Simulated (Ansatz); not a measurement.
The parent structure is NiSi2 (space group Fm-3m, No. 225; a = 5.390 Å; non-magnetic).

The values are results of Ansatz (a first-principles code) PBEsol, scalar-relativistic without spin-orbit coupling, not measurements.

For the base:

```
Quantity              Result
-------------------  -------
Lattice parameter a  5.390 Å
```

Now apply this change: every Ni is replaced by Co; the structure is relaxed again.

Tabulated Pauling electronegativity and covalent radius: Ni 1.91, 1.24 Å; Co 1.88, 1.26 Å.

Problem. Predict the new lattice parameter a.

Solution. The lattice parameter a falls by 0.078 Å (5.390 Å → 5.312 Å).

Whether these cells are dynamically stable was not tested. Seeded moments were not kept for Ni → Co and the base. The final runs are not spin-polarised. An odd electron count without spin: CoSi2.
